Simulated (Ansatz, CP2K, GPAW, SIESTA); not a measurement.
InSe (P6_3/mmc, 8 atoms in the cell) computed with different codes at matched settings

Band-structure calculation.

```
InSe
1.0
    4.01344     0.00000     0.00000
   -2.00672     3.47574     0.00000
    0.00000     0.00000    17.30644
In Se
4 4
Cartesian
  0.00000   2.31716   5.71632
  2.00672   1.15858  11.59012
  2.00672   1.15858  14.36954
  0.00000   2.31716   2.93690
  0.00000   2.31716  10.33748
  2.00672   1.15858   6.96896
  2.00672   1.15858   1.68426
  0.00000   2.31716  15.62218
```

Shared settings, as Ansatz (an electronic-structure program) writes them: kpoints.mp_grid.grid = 5 5 1; scf.occupations.method = fermi_dirac; scf.occupations.width = 0.05 eV. Potentials and cutoffs stand in the table.

```csv
code,model,gap along the path (eV),smallest direct gap (eV),cutoff
GPAW,"PBE, GPAW PAW datasets PBE (gpaw-data 1.0.1)",0.58,0.58,600 eV
CP2K,"PBE, GPW, DZVP-MOLOPT-PBE-GTH basis, GTH-PBE potentials (POTENTIAL_UZH)",0.55,0.55,grid 500 Ry
SIESTA,"GGA PBE, numerical atomic orbitals TZP, PseudoDojo PBE standard norm-conserving potentials (rewritten from UPF to PSML)",0.51,0.51,grid 400 Ry
Ansatz,"PBE, default PAW files",0.59,0.59,default
```

The spread over the programs that give each value: gap along the path within 0.08 eV; smallest direct gap within 0.08 eV.

CP2K and SIESTA use small atom-centred bases, whose incompleteness enters pressures, forces and empty levels differently from a plane-wave cutoff.

The starting cell comes from a database of computed structures (which also holds hypothetical and non-ambient phases and stackings), without a prior relaxation at this level. Its lattice was rescaled by a random factor within 2.5 % of one.

Left out of this page: Quantum ESPRESSO (not drawn, or without a comparable value); ABINIT (failed or unconverged).

Keys are those of Ansatz 0.2.
